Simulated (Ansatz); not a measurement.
# Worked sum: formation energy of Ru_Al in Al (fcc, Fm-3m)

This concerns the formation energy of Ru_Al in Al (fcc, Fm-3m). Reaction: Ru (hcp) + 63 Al (fcc) → cell A.

A: a supercell of 64 sites of Al (fcc, Fm-3m) with Ru on an Al site (12 Al at 2.79 Å); spin state with PBE: run without spin.

Method: Ansatz (a first-principles code), PAW, neutral cells at 0 K with nuclei at rest, on structures from PBE. Ansatz runs with its PAW set soft_1. Other levels take these structures. The lattices are those relaxed with PBE, so at other levels the solids can be strained, which adds to the spread. Larger cells are relaxed from a start prepared with the learned potential CHGNet, on a coarser mesh till forces fall under 0.03 eV/Å, which some starts already meet. A dispersion term (D3(BJ), or D4 for r2SCAN) was computed beside these levels and is taken off wherever the name lacks it. Space groups of crystals are read within 0.01 Å. Mesh and cell size may move defect energies by 0.1 eV or more. Cell A has symmetry Fm-3m within 0.02 Å and got no random move, so less symmetric positions, which may lie lower, weren't tried.

Total energies of the cells in eV, at zero smearing width. They compare only within one column; the weights balance every element.

```tsv
cell	atoms	weight	PBE	RPBE
A: Al:Ru_Al	64	+1	-39743.14835	-39935.68965
Ru (hcp)	2	−1/2	-11757.46714	-11772.04795
Al (fcc)	64	−63/64	-34400.53354	-34588.63933
```

PBE: (-39743.14835) − 1/2 × (-11757.46714) − 63/64 × (-34400.53354) = -1.390 eV.

RPBE: (-39935.68965) − 1/2 × (-11772.04795) − 63/64 × (-34588.63933) = -1.474 eV.
